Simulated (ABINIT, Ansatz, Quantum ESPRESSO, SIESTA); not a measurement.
# One structure in several programs: ZrNbCN (R3m, 4 atoms in the cell)

Self-consistent single point.

```yaml
crystal:
  lattice:
    - [1.60271, 0.92533, 5.26529]
    - [-1.60271, 0.92533, 5.26529]
    - [0.00000, -1.85065, 5.26529]
  atoms:
    - { symbol: Zr, position: [0.25235, 0.25235, 0.25235] }
    - { symbol: Nb, position: [0.74678, 0.74678, 0.74678] }
    - { symbol: C, position: [0.00328, 0.00328, 0.00328] }
    - { symbol: N, position: [0.49759, 0.49759, 0.49759] }
```

Shared settings, as Ansatz (a first-principles code) writes them: kpoints.mp_grid.grid = 11 11 11; scf.occupations.method = fermi_dirac; scf.occupations.width = 0.1 eV. Potentials and cutoffs stand in the table.

| code | model | pressure (GPa) | largest force (eV/Å) | cutoff |
|---|---|---|---|---|
| SIESTA | GGA PBEsol, numerical atomic orbitals DZP, PseudoDojo PBEsol standard norm-conserving potentials (rewritten from UPF to PSML) | -3.86 | 0.247 | grid 400 Ry |
| Quantum ESPRESSO | PBEsol, SSSP 1.1.2 efficiency (PBE) pseudopotentials | -5.21 | 0.239 | 50 Ry |
| ABINIT | PBEsol, PAW (JTH v2.0 PBE PAW, files made for PBE) | -5.61 | 0.244 | 26 Ha |
| Ansatz | PBEsol, PAW files made with PBE | -5.49 | 0.242 | default |

Size of the force on each atom (eV/Å): Sizes of forces hide their directions.

| code | Zr1 | Nb2 | C3 | N4 |
|---|---|---|---|---|
| SIESTA | 0.220 | 0.247 | 0.031 | 0.005 |
| Quantum ESPRESSO | 0.198 | 0.239 | 0.014 | 0.027 |
| ABINIT | 0.200 | 0.244 | 0.014 | 0.058 |
| Ansatz | 0.197 | 0.242 | 0.011 | 0.055 |

On Ansatz's run: spin polarisation is off.

The spread over the programs that give each value: pressure within 1.75 GPa; largest force within 0.008 eV/Å.

SIESTA uses small atom-centred bases, whose incompleteness enters pressures, forces and empty levels differently from a plane-wave cutoff. Ansatz's pressure is given at a fixed set of plane waves, as the other plane-wave codes print theirs; with its correction for the finite basis it is -5.31 GPa. In the pressure, SIESTA (by 1.64) lies more than 1 GPa from the median of the plane-wave programs.

The starting cell comes from a database of computed structures (which also holds hypothetical and non-ambient phases and stackings), without a prior relaxation at this level. Its lattice was rescaled by a random factor within 2.5 % of one.

Keys are those of Ansatz 0.2.
